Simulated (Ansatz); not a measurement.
The reference is CdTe in the wurtzite structure (space group P6_3mc, No. 186; a = 4.5826 Å, c = 7.5156 Å; a cell from a computed database, its experimental status unchecked).

Calculations: PBEsol (Ansatz, a program for electronic structure, PAW, no spin-orbit coupling).

Before the change:

- Gap character: direct at Γ

The change: electron doping at 2.0×10^21 cm⁻³ (0.273 per cell), with a uniform compensating background at fixed cell and a 300 K Fermi–Dirac width.

Problem. Predict the new Fermi level from band edge and gap character.

Solution. The Fermi level relative to the doped band's edge (positive inside the band; to 0.05 eV) is +1.45 eV; the gap character is still direct at Γ.

Carriers are added with a uniform compensating background; total energy and stress of such cells depend on the potential's zero and are not compared; many-body gap narrowing is missing at this level. Spin-orbit coupling, missing from the scalar runs, can matter with Te. Stability against distortions was not tested. This is not the structure that CdTe has at room temperature and ambient pressure.
